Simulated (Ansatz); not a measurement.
## Al: pressure series

Consider Al in the fcc (Cu type) structure (space group Fm-3m, No. 225).

```xyz
1
Lattice="0.0000 1.9960 1.9960 1.9960 0.0000 1.9960 1.9960 1.9960 0.0000" Properties=species:S:1:pos:R:3 pbc="T T T"
Al     0.0000     0.0000     0.0000
```

Cell and atoms are relaxed at each pressure.

Computed with Kohn–Sham DFT with the r2SCAN functional, run in Ansatz (an electronic-structure program) with PAW and 500 eV plane waves, without spin-orbit coupling.

Notes on the quantities. enthalpy: H = E + PV relative to the base's energy.

```tsv
case	lattice parameter a	enthalpy
base	3.992 Å	–
pressure −2 GPa	4.022 Å	-0.20 eV/atom
pressure −1 GPa	4.007 Å	-0.10 eV/atom
pressure 0.9 GPa	3.979 Å	+0.09 eV/atom
pressure 2.1 GPa	___	+0.21 eV/atom
pressure 4.5 GPa	3.934 Å	+0.44 eV/atom
pressure 9 GPa	3.886 Å	+0.86 eV/atom
pressure 15 GPa	3.831 Å	+1.39 eV/atom
pressure 22.5 GPa	3.775 Å	+2.04 eV/atom
pressure 30 GPa	3.726 Å	+2.65 eV/atom
```

Task: Fill in the withheld entries from the trend.

Result: 
- pressure 2.1 GPa, lattice parameter a: 3.964 Å

Load acts through the strain it causes; cell and atoms are relaxed under it. Stability against distortions was not tested. Competing high-pressure phases were not computed.
